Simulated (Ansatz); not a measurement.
Electronic density of states of amorphous Te24O36, density 4.90 g/cm³, on a 2×2×2 Γ-centred mesh with a Gaussian width of 0.1 eV; energies count from the Fermi level, whose place inside the gap is arbitrary. Cell and mesh are small, so fine structure isn't converged. All values below come from PBE, scalar-relativistic without spin-orbit coupling (plane waves to 420 eV, PAW; Ansatz, a quantum-chemistry and plane-wave program). Sampling: a 2×2×2 Γ-centred mesh; Fermi-Dirac width 0.02 eV; no spin polarisation. The usual formal charges leave 24 electrons over, so the level spacing at the Fermi energy parts defect or band states and needn't be the band gap. At PBE the levels at the filled edge of the gap are localised (band-tail or defect states), and the nearest spread-out levels lie 2.1 eV apart at the zone centre.

It comes from a melt-quench run on a machine-learned potential (CHGNet), relaxed afterwards by DFT. O atoms were pushed apart under 1.9 Å during the dynamics, to hinder bonds among them. The hot cell started wider than the set density and was brought back towards it in steps. It is the lowest in DFT energy of 2 quenches. It is a model cell: composition and starting density were chosen by hand, and all elements were melted together. No dispersion term was used. Its density started from a set value of 5.75 and ended at 4.90 g/cm³. Cooling (nominally 150 K/ps over its main leg) ran many orders faster than in experiment, which tends to leave more defects and strain. Values belong to this one cell and scatter from quench to quench. The volume was free in the relaxation, at fixed shape. On a 2×2×2 Γ-centred mesh force components of up to 0.16 eV/Å stay, since the relaxation ran on the zone centre alone.

```csv
E - EF (eV),states/(eV atom)
-12.00,0.22
-11.90,0.20
-11.80,0.20
-11.70,0.23
-11.60,0.24
-11.50,0.17
-11.40,0.15
-11.30,0.23
-11.20,0.27
-11.10,0.30
-11.00,0.30
-10.90,0.20
-10.80,0.18
-10.70,0.20
-10.60,0.21
-10.50,0.21
-10.40,0.22
-10.30,0.19
-10.20,0.14
-10.10,0.11
-10.00,0.16
-9.90,0.19
-9.80,0.17
-9.70,0.15
-9.60,0.15
-9.50,0.17
-9.40,0.14
-9.30,0.05
-9.20,0.00
-9.10,0.00
-9.00,0.00
-8.90,0.00
-8.80,0.00
-8.70,0.00
-8.60,0.00
-8.50,0.00
-8.40,0.00
-8.30,0.00
-8.20,0.00
-8.10,0.00
-8.00,0.01
-7.90,0.08
-7.80,0.22
-7.70,0.28
-7.60,0.34
-7.50,0.47
-7.40,0.48
-7.30,0.45
-7.20,0.51
-7.10,0.48
-7.00,0.43
-6.90,0.40
-6.80,0.42
-6.70,0.47
-6.60,0.46
-6.50,0.50
-6.40,0.52
-6.30,0.52
-6.20,0.56
-6.10,0.53
-6.00,0.53
-5.90,0.55
-5.80,0.47
-5.70,0.42
-5.60,0.49
-5.50,0.50
-5.40,0.48
-5.30,0.50
-5.20,0.50
-5.10,0.52
-5.00,0.51
-4.90,0.48
-4.80,0.47
-4.70,0.57
-4.60,0.63
-4.50,0.65
-4.40,0.61
-4.30,0.58
-4.20,0.52
-4.10,0.57
-4.00,0.63
-3.90,0.72
-3.80,0.76
-3.70,0.83
-3.60,0.91
-3.50,0.95
-3.40,0.95
-3.30,1.02
-3.20,1.13
-3.10,1.16
-3.00,1.23
-2.90,1.22
-2.80,1.18
-2.70,1.06
-2.60,0.89
-2.50,0.80
-2.40,0.74
-2.30,0.67
-2.20,0.51
-2.10,0.47
-2.00,0.44
-1.90,0.36
-1.80,0.28
-1.70,0.28
-1.60,0.30
-1.50,0.24
-1.40,0.19
-1.30,0.15
-1.20,0.21
-1.10,0.18
-1.00,0.17
-0.90,0.20
-0.80,0.12
-0.70,0.08
-0.60,0.17
-0.50,0.09
-0.40,0.01
-0.30,0.00
-0.20,0.00
-0.10,0.00
0.00,0.00
0.10,0.00
0.20,0.00
0.30,0.00
0.40,0.01
0.50,0.05
0.60,0.13
0.70,0.19
0.80,0.25
0.90,0.31
1.00,0.34
1.10,0.32
1.20,0.32
1.30,0.37
1.40,0.41
1.50,0.45
1.60,0.49
1.70,0.46
1.80,0.45
1.90,0.49
2.00,0.50
2.10,0.50
2.20,0.54
2.30,0.52
2.40,0.51
2.50,0.49
2.60,0.54
2.70,0.59
2.80,0.59
2.90,0.55
3.00,0.57
3.10,0.51
3.20,0.43
3.30,0.43
3.40,0.45
3.50,0.48
3.60,0.44
3.70,0.45
3.80,0.53
3.90,0.51
```

The level spacing at the Fermi energy on this mesh is 1.11 eV; the broadening fills part of it in the curve.
